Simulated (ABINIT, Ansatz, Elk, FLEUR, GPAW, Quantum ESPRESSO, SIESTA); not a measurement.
One structure in several programs: Ta (Im-3m, 1 atom in the cell)

Self-consistent single point, at a second geometry (lattice scaled by 0.98). First geometry:

```
Ta
1.0
   -1.65000     1.65000     1.65000
    1.65000    -1.65000     1.65000
    1.65000     1.65000    -1.65000
Ta
1
Cartesian
  0.00000   0.00000   0.00000
```

Shared settings, as Ansatz (an electronic-structure program) writes them: kpoints.mp_grid.grid = 14 14 14; scf.occupations.method = fermi_dirac; scf.occupations.width = 0.05 eV. Potentials and cutoffs stand in the table.

| code | model | ΔF from the first geometry (meV/atom) | pressure (GPa) | cutoff |
|---|---|---|---|---|
| Ansatz | PBE, default PAW files | 69.4 | 18.06 | 420 eV |
| FLEUR | PBE, all-electron FLAPW (FLEUR), scalar-relativistic valence | 71.2 | – | Kmax 4 1/bohr |
| ABINIT | PBE, norm-conserving pseudopotentials (PseudoDojo nc-sr-05 PBE standard) | 69.1 | 18.05 | 58 Ry |
| GPAW | PBE, GPAW PAW datasets PBE (gpaw-data 1.0.1) | 71.4 | 18.45 | 600 eV |
| Elk | PBE, all-electron FP-LAPW, Elk's shipped species files, default APW+lo basis | 84.5 | – | rgkmax 7 |
| SIESTA | GGA PBE, numerical atomic orbitals TZP, PseudoDojo PBE standard norm-conserving potentials (rewritten from UPF to PSML) | 67.6 | 18.27 | grid 400 Ry |
| Quantum ESPRESSO | PBE, PSlibrary ultrasoft (PBE) pseudopotentials | 61.6 | 16.42 | 50 Ry |

A dash marks a value that a program does not give, or that is left out as unsure.

On Ansatz's run: spin-orbit coupling is off. Spin polarisation is off.

The spread over the programs that give each value: ΔF from the first geometry within 22.9 meV/atom; pressure within 2.03 GPa.

SIESTA uses small atom-centred bases, whose incompleteness enters pressures, forces and empty levels differently from a plane-wave cutoff. FLEUR and Elk treat all electrons, but the usual bases taken here (sphere radii, linearisation, local orbitals, empty states) were not tested for convergence, so the values are no reference for the others. Ansatz's pressure is given at a fixed set of plane waves, as the other plane-wave codes print theirs; with its correction for the finite basis it is 18.13 GPa. In the pressure, Quantum ESPRESSO (by 1.63) lies more than 1 GPa from the median of the plane-wave programs.

The starting cell has typed, rounded lattice constants, without a prior relaxation at this level. For this run, on top of that: lattice scaled by 0.98.

Keys are those of Ansatz 0.2.
